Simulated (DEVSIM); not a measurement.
Device: Cr/La2O3/p-Si capacitor, at 250 K.

| layer (left to right) | material | thickness (nm) | Na (cm⁻³) |
|---|---|---|---|
| 1 | La2O3 | 4.10 | - |
| 2 | Si | 14000 | 1.7e15 |

Metal gate on the left, work function 4.5 eV. Fixed charge at the semiconductor interface 0 cm⁻² (in units of +e); no interface traps.

Constants are typed, rounded textbook-type inputs, not results; the design itself was drawn at random and stands for no fabricated device. Values at 300 K; Nc and Nv go as T^1.5, mobilities as T to minus their exponent, the gap by Varshni's rule with the affinity fixed.

```csv
parameter,La2O3,Si
gap (eV),5.8,1.124
affinity (eV),1.8,4.05
permittivity,27,11.7
Nc (cm⁻³),-,2.86e19
Nv (cm⁻³),-,3.1e19
Varshni α (eV/K),-,0.000473
Varshni β (K),-,636
```

DEVSIM, 1D Poisson equation in equilibrium, Boltzmann statistics, complete ionisation; no quantum confinement or tunnelling. Metal contacts follow the ideal Schottky-Mott rule: no Fermi-level pinning, no interface dipoles.

**Question.** Tabulate band edges, carrier densities and field at 0.0 V on the gate.

**Answer.** Energies count from the Fermi level of the right contact; mesh points crowd at the junctions.

```
x (μm)    Ec (eV)  Ev (eV)  n (cm⁻³)  p (cm⁻³)  field (V/cm)
--------  -------  -------  --------  --------  ------------
0.000       2.700   -3.100     < 1e2     < 1e2          6700
0.001249    2.701   -3.099     < 1e2     < 1e2          6700
0.002809    2.702   -3.098     < 1e2     < 1e2          6700
0.004071    2.703   -3.097     < 1e2     < 1e2          9300
0.006613    0.457   -0.679    1.4e10    470000         15000
0.01151     0.464   -0.672     9.6e9    670000         15000
0.02363     0.483   -0.654     4.1e9   1600000         15000
0.06845     0.547   -0.589     2.0e8     3.1e7         14000
0.1611      0.664   -0.473    910000     7.0e9         11000
0.3847      0.852   -0.284       150    4.4e13          5500
0.9245      0.930   -0.206     < 1e2    1.7e15            41
2.921       0.931   -0.205     < 1e2    1.7e15           ≈ 0
7.004       0.931   -0.205     < 1e2    1.7e15           ≈ 0
11.01       0.931   -0.205     < 1e2    1.7e15           ≈ 0
13.09       0.931   -0.205     < 1e2    1.7e15           ≈ 0
13.61       0.931   -0.205     < 1e2    1.7e15           ≈ 0
13.84       0.931   -0.205     < 1e2    1.7e15           ≈ 0
13.94       0.931   -0.205     < 1e2    1.7e15           ≈ 0
13.98       0.931   -0.205     < 1e2    1.7e15           ≈ 0
14.00       0.931   -0.205     < 1e2    1.7e15           ≈ 0
14.00       0.931   -0.205     < 1e2    1.7e15           ≈ 0
14.00       0.931   -0.205     < 1e2    1.7e15           ≈ 0
```
